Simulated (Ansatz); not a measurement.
Take Ta2N in the anti-CdI2 type structure (space group P-3m1, No. 164; relaxed with 0.1 eV smearing) as the base.

```
CELL_PARAMETERS angstrom
      3.05065     0.00000     0.00000
     -1.52533     2.64194     0.00000
      0.00000     0.00000     4.79969
ATOMIC_POSITIONS crystal
  N  0.00000 0.00000 0.00000
  Ta 0.33333 0.66667 0.25523
  Ta 0.66667 0.33333 0.74477
```

Cartesian axes are those of the cell as printed.

All numbers come from Kohn–Sham DFT with the PBEsol-D3(BJ) functional, run in Ansatz (an electronic-structure program) with PAW and 420 eV plane waves, scalar-relativistic without spin-orbit coupling.

It is then changed as follows: biaxial strain +1.23 %, plane normal [001], relaxed out of plane (Cartesian); in-plane vectors clamped, the third vector and the atoms free.

Estimate the effect on the out-of-plane strain.

The out-of-plane strain is -1.21 %.

How does this affect the in-plane stress?

The mean in-plane stress (compression positive) is -4.8 GPa.

Whether these cells are dynamically stable was not tested. All final runs are without spin polarisation. An odd electron count without spin: Ta2N.
